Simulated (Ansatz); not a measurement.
Consider BaTiO3 (space group Amm2, No. 38; a = 3.964 Å, b = 5.716 Å, c = 5.748 Å). Axes: x, y, z lie along a, b, c of the conventional cell.

One thing is altered: uniaxial strain ε_xx = −2.56 %, all other strain components held at zero, atoms relaxed at fixed cell.

Calculations: DFT with r2SCAN, PAW potentials and a 500 eV plane-wave cutoff in Ansatz (a quantum-chemistry and plane-wave program), spin-orbit coupling left out, earlier PAW set.

Base, band edges from the VBM (valence, conduction): T 0.00, 4.65; Z -1.09, 3.04; R -0.05, 4.17; S -0.79, 2.86; Γ -0.43, 2.66; Y -0.26, 4.12; E₀ 0.00, 4.65; A₀ 0.00, 4.65; Σ₀ -0.26, 4.12; C₀ -0.26, 4.12 eV.

Question: Give the band edges at the high-symmetry points of the new zone, measured from its valence-band maximum.

Answer: 
```tsv
point	valence edge (eV)	conduction edge (eV)
Γ	-0.44	2.70
Y	-0.32	4.16
C₀	-0.32	4.16
Σ₀	-0.32	4.16
Z	-1.09	3.02
A₀	0.00	4.76
E₀	0.00	4.76
T	0.00	4.76
S	-0.79	2.96
R	-0.06	4.21
```

The gap is 2.70 eV, indirect, T → Γ.

No phonon test of stability was made. All final runs are without spin polarisation. This is not the structure that BaTiO3 has at room temperature and ambient pressure.
